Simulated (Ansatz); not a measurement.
Consider Sr vacancy in rock-salt SrO, charge state -2. Computed with PBE, PAW (plane waves to 420 eV; Ansatz, an electronic-structure program).

64-site cell at the relaxed PBE lattice, the Γ point alone, smearing 0.01 eV, spin-restricted, no finite-size correction. Static, classical nuclei. The charge state is imposed; whether it is stable for some Fermi level was not computed. Forms of the defect that were not tried may lie lower.

Barriers: single points on a 2×2×2 k-point mesh shifted by half a step at the bands' geometries (they differ from the bands' own by up to 0.16 eV, and are uncertain by about as much).

Relaxed starting cell (atoms counted from 1):

```xyz
63
Lattice="10.3905 0.0000 0.0000 0.0000 10.3905 0.0000 0.0000 0.0000 10.3905" Properties=species:S:1:pos:R:3 pbc="T T T"
Sr    -0.0030    -0.0023     5.2024
Sr    -0.0023     5.1947     0.0074
Sr    -0.0024     5.1940     5.2022
Sr     5.1941    -0.0008     0.0063
Sr     5.1931    -0.0015     5.2019
Sr     5.1930     5.1934     0.0064
Sr     5.1932     5.1937     5.2024
O      2.7948    -0.0031     0.0079
O      2.6311    -0.0019     5.2033
O      2.6300     5.1931     0.0073
O      2.6114     5.1936     5.2021
O      7.5942    -0.0010     0.0079
O      7.7583    -0.0011     5.2040
O      7.7571     5.1939     0.0073
O      7.7756     5.1942     5.2022
Sr    -0.0024     2.5181     2.5275
Sr    -0.0020     2.5174     7.8788
Sr    -0.0027     7.8693     2.5265
Sr    -0.0024     7.8694     7.8780
Sr     5.1929     2.5740     2.5827
Sr     5.1928     2.5743     7.8215
Sr     5.1928     7.8132     2.5822
Sr     5.1926     7.8133     7.8218
O      2.5906     2.5906     2.5979
O      2.5911     2.5910     7.8050
O      2.5903     7.7974     2.5991
O      2.5906     7.7978     7.8060
O      7.7975     2.5911     2.5983
O      7.7970     2.5915     7.8047
O      7.7974     7.7978     2.5997
O      7.7976     7.7983     7.8057
Sr     2.5170    -0.0016     2.5267
Sr     2.5175    -0.0013     7.8772
Sr     2.5733     5.1940     2.5825
Sr     2.5728     5.1937     7.8218
Sr     7.8679    -0.0017     2.5266
Sr     7.8678    -0.0014     7.8767
Sr     7.8123     5.1936     2.5821
Sr     7.8131     5.1933     7.8220
O      0.0002     0.0015     2.8027
O      0.0006     0.0016     7.6022
O     -0.0016     5.1960     2.6375
O     -0.0014     5.1979     7.7643
O      5.1964    -0.0007     2.6392
O      5.1965    -0.0006     7.7660
O      5.1936     5.1943     2.6197
O      5.1938     5.1952     7.7840
Sr     2.5176     2.5185     0.0074
Sr     2.5728     2.5741     5.2021
Sr     2.5176     7.8698     0.0070
Sr     2.5733     7.8133     5.2021
Sr     7.8691     2.5178     0.0070
Sr     7.8132     2.5744     5.2022
Sr     7.8675     7.8693     0.0066
Sr     7.8123     7.8129     5.2022
O     -0.0013     2.7947     0.0033
O     -0.0016     2.6320     5.1993
O     -0.0015     7.5944     0.0076
O     -0.0017     7.7592     5.2015
O      5.1939     2.6300     0.0058
O      5.1934     2.6120     5.2008
O      5.1951     7.7570     0.0071
O      5.1934     7.7764     5.2018
```
Cell charge -2.

End state 1 differs by these moves (Å; atoms that move under 0.08 Å are left out):

```json
[
 {"atom": "1", "element": "Sr", "Δx": "0.00", "Δy": "0.08", "Δz": "-0.08"},
 {"atom": "2", "element": "Sr", "Δx": "0.00", "Δy": "-0.07", "Δz": "0.08"},
 {"atom": "3", "element": "Sr", "Δx": "0.00", "Δy": "-0.07", "Δz": "-0.08"},
 {"atom": "8", "element": "O", "Δx": "-0.20", "Δy": "0.01", "Δz": "0.01"},
 {"atom": "12", "element": "O", "Δx": "0.20", "Δy": "0.01", "Δz": "0.01"},
 {"atom": "16", "element": "Sr", "Δx": "0.00", "Δy": "-2.44", "Δz": "-2.44"},
 {"atom": "17", "element": "Sr", "Δx": "0.00", "Δy": "0.08", "Δz": "-0.08"},
 {"atom": "18", "element": "Sr", "Δx": "0.00", "Δy": "-0.07", "Δz": "0.08"},
 {"atom": "19", "element": "Sr", "Δx": "0.00", "Δy": "-0.07", "Δz": "-0.08"},
 {"atom": "24", "element": "O", "Δx": "0.20", "Δy": "0.01", "Δz": "0.01"},
 {"atom": "28", "element": "O", "Δx": "-0.20", "Δy": "0.01", "Δz": "0.01"},
 {"atom": "32", "element": "Sr", "Δx": "0.00", "Δy": "0.09", "Δz": "0.08"},
 {"atom": "33", "element": "Sr", "Δx": "0.06", "Δy": "0.03", "Δz": "-0.08"},
 {"atom": "34", "element": "Sr", "Δx": "-0.06", "Δy": "-0.07", "Δz": "0.02"},
 {"atom": "36", "element": "Sr", "Δx": "0.00", "Δy": "0.08", "Δz": "0.08"},
 {"atom": "37", "element": "Sr", "Δx": "-0.06", "Δy": "0.03", "Δz": "-0.08"},
 {"atom": "38", "element": "Sr", "Δx": "0.06", "Δy": "-0.07", "Δz": "0.02"},
 {"atom": "40", "element": "O", "Δx": "0.00", "Δy": "-0.20", "Δz": "-0.20"},
 {"atom": "41", "element": "O", "Δx": "0.00", "Δy": "-0.03", "Δz": "0.20"},
 {"atom": "42", "element": "O", "Δx": "0.00", "Δy": "0.20", "Δz": "-0.03"},
 {"atom": "48", "element": "Sr", "Δx": "0.00", "Δy": "0.08", "Δz": "0.08"},
 {"atom": "49", "element": "Sr", "Δx": "-0.05", "Δy": "0.03", "Δz": "-0.08"},
 {"atom": "50", "element": "Sr", "Δx": "0.06", "Δy": "-0.07", "Δz": "0.02"},
 {"atom": "52", "element": "Sr", "Δx": "0.00", "Δy": "0.08", "Δz": "0.08"},
 {"atom": "53", "element": "Sr", "Δx": "0.06", "Δy": "0.03", "Δz": "-0.08"},
 {"atom": "54", "element": "Sr", "Δx": "-0.05", "Δy": "-0.07", "Δz": "0.02"},
 {"atom": "56", "element": "O", "Δx": "0.00", "Δy": "-0.19", "Δz": "-0.19"},
 {"atom": "57", "element": "O", "Δx": "0.00", "Δy": "-0.03", "Δz": "0.20"},
 {"atom": "58", "element": "O", "Δx": "0.00", "Δy": "0.20", "Δz": "-0.03"}
]
```

Task: Estimate the forward and backward barriers to end state 1 that PBE, PAW returns for this input.

Result: forward 1.81 eV, backward 1.81 eV; at the saddle point atom 16 has neighbours 2 O at 2.25 Å. The saddle point's order was not checked, and it lies on a symmetry element of the cell, where a band can be held.
